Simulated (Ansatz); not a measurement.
AlB2-type HfB2 was calculated with r²SCAN+rVV10 in Ansatz (PAW).

Run with plane-wave cutoff 600 eV, 24×24×18 k mesh (along the axes of the cell as run), Fermi–Dirac smearing 0.094 eV (set by the program), scalar-relativistic PAW data made under PBE.

Computed at the level's own relaxed cell.

Task: What does this level give for the elastic constant C11, elastic constant C13, elastic constant C44, elastic constant C12, elastic constant C33 and elastic constant C66?

Result: 
elastic constant C11: 628 GPa
elastic constant C13: 124 GPa
elastic constant C44: 275 GPa
elastic constant C12: 63.0 GPa
elastic constant C33: 465 GPa
elastic constant C66: 282 GPa

Elastic constants are with the ions relaxed.

Spin–orbit coupling is not included.

Static lattice: no zero-point or thermal effects.

Ansatz is an electronic-structure program.
